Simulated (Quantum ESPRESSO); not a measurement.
Quantum ESPRESSO is run on Zr (P6_3/mmc, 4 atoms in the cell), and the run fails. The aim is a self-consistent single point with DFT, LDA (PZ), plane waves, GBRV 1.5 ultrasoft (LDA) pseudopotentials.

Cell that was meant: a = 3.1801 Å, b = 3.1801 Å, c = 10.2321 Å, α = 90.00°, β = 90.00°, γ = 120.00°.

Part of the input:

```fortran
 nat = 4,
 ntyp = 1,
 ecutwfc = 40,
 ecutrho = 40,
 occupations = 'smearing',
 smearing = 'fermi-dirac',
 degauss = 0.0073499,
```

The program printed (abridged):

```
 %%%%%%%%%%%%%%%%%%%%%%%%%%%%%%%%%%%%%%%%%%%%%%%%%%%%%%%%%%%%%%%%%%%%%%%%%%%%%%
     Error in routine set_cutoff (1):
     ecutrho <= ecutwfc?!?
 %%%%%%%%%%%%%%%%%%%%%%%%%%%%%%%%%%%%%%%%%%%%%%%%%%%%%%%%%%%%%%%%%%%%%%%%%%%%%%

     stopping ...
```

**Question.** From the messages shown, name the fault and mend the input.

**Answer.** The fault is a density cutoff or grid that is too coarse; here the program stops on it instead of giving results. To fix it, restore the density cutoff. The program stopped before any SCF iteration.

The sound input it was made from differs as follows (other fixes are possible):
```diff
- ecutrho = 40,
+ ecutrho = 320,
```

With that input, the run converged in 12 iterations: free energy E − TS -5403.8714 eV; Fermi level (on the code's own zero) 14.44 eV; pressure -2.63 GPa (DFT, LDA (PZ), plane waves, GBRV 1.5 ultrasoft (LDA) pseudopotentials).

On the sound input: the starting cell was generated: these elements placed on a structure prototype, without a prior relaxation; it need not be a known phase or ordering of this composition. Its lattice was rescaled by a random factor within 2.5 % of one.
